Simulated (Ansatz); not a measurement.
For SnO2 (P4₂/mnm, No. 136, 12 atoms in the cell; start mp-1041584), LDA (plane waves, PAW; Ansatz, a first-principles code) gives:

| Property | Value |
|---|---|
| lattice parameter a | 4.723 Å |
| lattice parameter c | 3.190 Å |
| cohesive energy | 5.85 eV/atom |
| band gap | 1.16 eV |

**Question.** What does r²SCAN+rVV10 (Ansatz, PAW) give for the same quantities?

**Answer.** 
- lattice constant a: 4.745 Å (increases by 0.5 %)
- lattice parameter c: 3.198 Å (grows by 0.3 %)
- cohesive energy: 5.01 eV/atom (shrinks by 0.84 eV/atom)
- band gap: 1.82 eV (grows by 0.66 eV)

Changes are worked out from the printed values.

Unless a cell is named, each level is at its own relaxed cell (LDA 11.86, r²SCAN+rVV10 12.00 Å³/atom).

Levels without +SOC leave out spin–orbit coupling, which shifts energies and cells of such heavy elements.

Levels without +SOC have no spin–orbit coupling; where heavier elements are present it shifts gaps, mostly down, and can invert bands. Density-functional gaps are differences of (generalised) Kohn–Sham levels.

Caveats: the relaxation could not lower the start's symmetry, so the cell can be a saddle point above a distorted one (LDA, r²SCAN+rVV10). Ansatz's density-functional and Hartree–Fock values are scalar-relativistic unless marked +SOC, with PAW data made under PBE.

A start named mp-… is a Materials Project structure, which need not be a measured phase.
